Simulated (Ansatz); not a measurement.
## How a calculation on Cd3Au (Cmmm, 4 atoms in the cell) responds to its settings

```xyz
4
Lattice="1.5253 -2.8093 0.0000 1.5253 2.8093 0.0000 0.0000 0.0000 9.8978" Properties=species:S:1:pos:R:3 pbc="T T T"
Cd     1.5253     0.0000     7.5145
Cd     1.5253     0.0000     2.3833
Cd     0.0000     0.0000     4.9489
Au     0.0000     0.0000     0.0000
```

Base run A: Ansatz (a program for electronic structure) with PBEsol, default PAW files made with PBE, self-consistent single point.

Its settings: kpoints.mp_grid.grid = 14 14 4; hamiltonian.xc = pbesol; hamiltonian.pseudopotentials = {kind: paw} (the program's default PAW files); scf.occupations.method = gaussian; scf.occupations.width = 0.2 eV.

The starting cell comes from a database of computed structures (which also holds hypothetical and non-ambient phases and stackings), without a prior relaxation at this level. Its lattice was rescaled by a random factor within 2.5 % of one. In the base run, with a pressure of about -4 GPa the cell is away from its equilibrium volume at this level. Ansatz's pressure includes its estimate of the finite-basis (Pulay) stress.

ΔF is the free energy per atom less that of run A. 

| run | scf.occupations.width | ΔF (meV/atom) | pressure (GPa) | largest force (eV/Å) | TS (meV/atom) |
|---|---|---|---|---|---|
| A | 0.2 eV | 0.00 | -3.93 | 0.113 | 5.7 |
| B | 0.002 eV | 2.7 | -4.03 | 0.110 | 0.0 |
| C | 0.01 eV | 2.7 | -4.03 | 0.110 | 0.0 |
| D | 0.025 eV | 2.6 | -4.03 | 0.109 | 0.1 |
| E | 0.05 eV | 2.5 | -4.01 | 0.107 | 0.3 |
| F | 0.1 eV | 2.1 | -3.99 | 0.107 | 1.3 |
| G | 0.15 eV | 1.23 | -3.96 | 0.110 | 3.1 |
| H | 0.3 eV | -3.7 | -3.87 | 0.117 | 13.7 |
| I | 0.5 eV | -16.1 | -3.73 | 0.122 | 38.6 |
| J | 0.8 eV | -46.2 | -3.47 | 0.124 | 99.8 |

Run B against A: The free energy goes up by 2.7 meV/atom, the pressure stays near -4.03 GPa while the zz stress (positive for compression) goes from -4.11 to -4.50 GPa and the largest force hardly changes (0.113 to 0.110 eV/Å).

Run D against A: The free energy goes up by 2.6 meV/atom, the pressure stays near -4.03 GPa while the zz stress (positive for compression) goes from -4.11 to -4.50 GPa and the largest force moves little (0.113 to 0.109 eV/Å).

Run F against A: The free energy goes up by 2.1 meV/atom, the pressure hardly changes (-3.93 to -3.99 GPa) and the largest force goes from 0.113 to 0.107 eV/Å.

Keys are those of Ansatz 0.2.
